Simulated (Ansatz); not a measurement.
The parent structure is AlCr2C (space group P6_3/mmc, No. 194; a = 2.8119 Å, c = 12.5996 Å; non-magnetic).

Computed with PBEsol (Ansatz, a first-principles code), no spin-orbit coupling, earlier PAW set.

One change was made to it. Results:

The shortest interatomic distance shrinks by 0.006 Å (1.941 Å → 1.935 Å); the c/a ratio stays essentially unchanged (4.481 against 4.483).

### Question
Which change produced these results?
(A) pressure 3 GPa
(B) pressure 10 GPa
(C) pressure −2 GPa
(D) pressure 7.5 GPa

### Answer
A, pressure 3 GPa. For comparison, the shortest interatomic distance in the other runs: pressure −2 GPa gives 1.945 Å; pressure 7.5 GPa gives 1.927 Å; pressure 10 GPa gives 1.923 Å.

Load acts through the strain it causes; cell and atoms are relaxed under it. No phonon test of stability was made. No other phases were tried under pressure. Seeded moments were not kept for the base. All final runs are without spin polarisation.
